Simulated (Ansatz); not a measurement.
GaN, element substitutions

Base system: GaN in the zinc blende structure (space group F-43m, No. 216).

```xyz
2
Lattice="0.0000 2.2490 2.2490 2.2490 0.0000 2.2490 2.2490 2.2490 0.0000" Properties=species:S:1:pos:R:3 pbc="T T T"
N      3.3736     3.3736     3.3736
Ga     0.0000     0.0000     0.0000
```

Each row replaces one element on all its sites; cell and atoms are relaxed.

Computed with PBEsol/PAW in Ansatz (a program for electronic structure), spin-orbit coupling left out.

Only one of these has no band gap. Which?
(A) Ga → Al
(B) Ga → B
(C) N → Sb

C, N → Sb. Computed: Ga → Al: 3.19 eV; Ga → B: 4.30 eV; N → Sb: zero

Spin-orbit coupling, missing from the scalar runs, can matter with Sb. Stability against distortions was not tested. The final runs are not spin-polarised. This is not the structure that AlN has at room temperature and ambient pressure. This is not the structure that GaN has at room temperature and ambient pressure. A zero or small gap of GaSb can be the functional's error rather than a property of the material.
